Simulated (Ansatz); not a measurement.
**MgS: transverse stress against strain**

MgS (rock salt, Fm-3m, 16.868 Å³/atom at rest, cube axes along x, y and z) under a strain ε along a cube axis (axis z), the other axes held. LDA in Ansatz, a plane-wave DFT program (PAW, default set), 420 eV, 11×11×11 Γ-centred mesh, Fermi-Dirac smearing 0.05 eV; ions are relaxed within the symmetry of each cell. Stress is positive for a compressed cell.

Here s stands for strain and y for stress xx.

```
strain (%)  stress xx (GPa)
----------  ---------------
-3.00                     ?
-1.50                  0.66
-1.00                  0.43
-0.50                  0.21
0.00                   0.00
0.50                  -0.22
1.00                  -0.42
1.50                  -0.63
```

Taking a straight line for y over the 7 complete rows: Means: s 0, y 0.004. About the means, the sum of products is -3.0000 and the sum of squares of s is 7.0000; the slope is their ratio. Least squares gives y = 0.004 - 0.4286·s. Residuals (row less fit): 0.013, -0.003, -0.008, -0.004, -0.010, 0.005, 0.009; standard error 0.010 (degrees of freedom: 5). The slope gives the elastic constant C12 = 43 ± 0.4 GPa.

Q: Estimate the missing y (s = -3.00); what did the run itself give?

A: y = 0.004 - 0.4286 × (-3.0) = 1.290 GPa. The calculation gives 1.37 GPa, 0.080 GPa above the prediction (4.0 % of the range of y in the table). The row lies outside the fitted rows, so this is an extrapolation. From the scatter of the fitted rows alone, a prediction at this place has a standard error of 0.015 GPa, so the miss is 5.3 times that.

One order more, fitted to all 13 runs of the series, follows each within 0.01, so the miss is the next term of a smooth law. Rows are the converged runs of the series near zero and its far end; series whose fitted rows scatter by over a few per cent of the range, as at a crossing or softening among them, aren't shown in this form. Most that stay on the fit to the last digits aren't either.
